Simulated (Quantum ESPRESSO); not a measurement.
Quantum ESPRESSO is run on Au (Fm-3m, 1 atom in the cell), and the run fails. The aim is a self-consistent single point with DFT, PBEsol, plane waves, GBRV 1.5 ultrasoft (PBESOL) pseudopotentials.

Cell that was meant: a = 2.9495 Å, b = 2.9495 Å, c = 2.9495 Å, α = 60.00°, β = 60.00°, γ = 60.00°.

Part of the input:

```fortran
/
&electrons
 conv_thr = 1.0e-11
 electron_maxstep = 2
 mixing_beta = 0.7
/
ATOMIC_SPECIES
```

Output, abridged:

```
     Self-consistent Calculation

     iteration #  1     ecut=    40.00 Ry     beta= 0.70

     Threshold (ethr) on eigenvalues was too large:
     Diagonalizing with lowered threshold

     total energy              =    -114.71896445 Ry
     estimated scf accuracy    <       0.07522285 Ry

     iteration #  2     ecut=    40.00 Ry     beta= 0.70

     total energy              =    -114.74092681 Ry
     estimated scf accuracy    <       0.04149257 Ry
     End of self-consistent calculation

     convergence NOT achieved after   2 iterations: stopping

   JOB DONE.
```

Question: What caused this, and what should be changed?

Answer: The fault is an iteration limit that is too low. The loop is cut before its threshold is met, so whatever is printed at the end is not self-consistent. To fix it, raise the limit, or leave it to the default. The run ended unconverged after 2 iterations.

The sound input it was made from differs as follows (other fixes are possible):
```diff
- electron_maxstep = 2
```

With that input, the run converged in 9 iterations: free energy E − TS -1561.2445 eV; Fermi level (on the code's own zero) 14.08 eV; pressure -9.78 GPa (DFT, PBEsol, plane waves, GBRV 1.5 ultrasoft (PBESOL) pseudopotentials).

On the sound input: the starting cell comes from a database of computed structures (which also holds hypothetical and non-ambient phases and stackings), without a prior relaxation at this level. With a pressure of about -10 GPa the cell is away from its equilibrium volume at this level.
